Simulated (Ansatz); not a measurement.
Consider WSi2 (space group I4/mmm, No. 139; relaxed with 0.1 eV smearing).

```xyz
3
Lattice="-1.6145 1.6145 3.9349 1.6145 -1.6145 3.9349 1.6145 1.6145 -3.9349" Properties=species:S:1:pos:R:3 pbc="T T T"
Si     0.0000     0.0000     5.2372
Si     0.0000     0.0000     2.6326
W      0.0000     0.0000     0.0000
```

Cartesian axes are those of the cell as printed.

Level of theory: DFT with PBE, PAW potentials and a 420 eV plane-wave cutoff in Ansatz (an electronic-structure program), spin-orbit coupling left out.

Base values:

| Quantity | Result |
|---|---|
| Volume per atom | 13.67 Å³ |
| Pressure | 0.0 GPa |

One thing is altered: compressive biaxial strain of 0.50 % in the plane normal to [001], as in epitaxy on a mismatched substrate; the out-of-plane cell vector and the atoms relax.

Q: What happens to the energy relative to the base, volume per atom and pressure?

A: The energy goes up by 1.1 meV/atom; the volume per atom falls by 0.11 Å³ (13.67 Å³ → 13.56 Å³); the pressure (mean of the normal stresses, compression positive) goes from zero to 1.7 GPa.

Whether these cells are dynamically stable was not tested. The final runs are not spin-polarised.
